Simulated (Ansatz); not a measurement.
Consider Rh$_{3}$Si$_{2}$ (space group P-3m1, No. 164; a = 3.9580 Å, c = 5.0361 Å; a cell from a computed database, its experimental status unchecked). Axes: x lies along a and z along c of the hexagonal cell.

Method: Ansatz (a program for electronic structure), PBEsol, PAW, cutoff 420 eV, without spin-orbit coupling, earlier PAW set.

Strains are applied to the cell and any free atomic positions relax; under stress the whole cell relaxes.

One change was made to it. Results:

```csv
quantity,base,after
shortest interatomic distance,2.375 Å,2.337 Å
energy relative to the base (free energy F),0 meV/atom,+15 meV/atom
```

### Question
Which of these changes matches the shifts?
A) strain tensor (xx, yy, zz, yz, xz, xy) = (−0.17, +0.34, −0.61, −1.84, +0.14, +0.46) %
B) tensor shear ε_xy = −2.89 %
C) uniaxial stress, 3 GPa tension along x
D) strain tensor (xx, yy, zz, yz, xz, xy) = (−0.03, +1.15, +2.49, +1.52, −0.64, +0.69) %
E) uniaxial stress, 1 GPa compression along z

### Answer
B, tensor shear ε_xy = −2.89 %. For comparison, the energy relative to the base in the other runs: strain tensor (xx, yy, zz, yz, xz, xy) = (−0.03, +1.15, +2.49, +1.52, −0.64, +0.69) % gives +17 meV/atom; strain tensor (xx, yy, zz, yz, xz, xy) = (−0.17, +0.34, −0.61, −1.84, +0.14, +0.46) % gives +8.0 meV/atom; uniaxial stress, 3 GPa tension along x gives +1.6 meV/atom; uniaxial stress, 1 GPa compression along z gives +0.2 meV/atom.

Without a gap, meshes like the base's 14×14×9 leave anisotropic stresses uncertain by several tenths of a GPa, and small strain energies with them. Stability under load was not tested beyond the relaxation. The final runs are not spin-polarised. An odd electron count without spin: Rh3Si2.
